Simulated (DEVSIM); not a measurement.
System: abrupt Si n-p junction, at 300 K.

Layer 1 from the left is Si, thickness (μm) 38.0, Nd (cm⁻³) 3e17, τn (s) 3.6e-5, τp (s) 3.6e-5. Layer 2 from the left is Si, thickness (μm) 68.0, Na (cm⁻³) 1.1e15, τn (s) 3.6e-5, τp (s) 3.6e-5.

Left contact: ohmic. Right contact: ohmic. Voltage is applied to the left contact. Recombination: SRH at mid-gap, Auger. Mobility is constant in doping.

The device is made up for the run: typed textbook-type constants, with dimensions and the other settings drawn at random. Values at 300 K.

Si: gap (eV) 1.124, affinity (eV) 4.05, permittivity 11.7, Nc (cm⁻³) 2.86e19, Nv (cm⁻³) 3.1e19, μn (cm²/Vs) 1417, μp (cm²/Vs) 470, Cn (cm⁶/s) 2.8e-31, Cp (cm⁶/s) 9.9e-32.

Simulated with DEVSIM: 1D drift-diffusion, Boltzmann statistics, complete ionisation; no tunnelling, impact ionisation, image-force lowering or self-heating.

### Question
What does the simulation give for the dark forward voltage at 1 A/cm², the largest field in the device at zero bias, the dark forward voltage at 100 A/cm², the potential step across the device at zero bias?

### Answer
dark forward voltage at 1 A/cm² 0.608 V; largest field in the device at zero bias 32000 V/cm; dark forward voltage at 100 A/cm² 0.832 V; potential step across the device at zero bias 0.741 V.
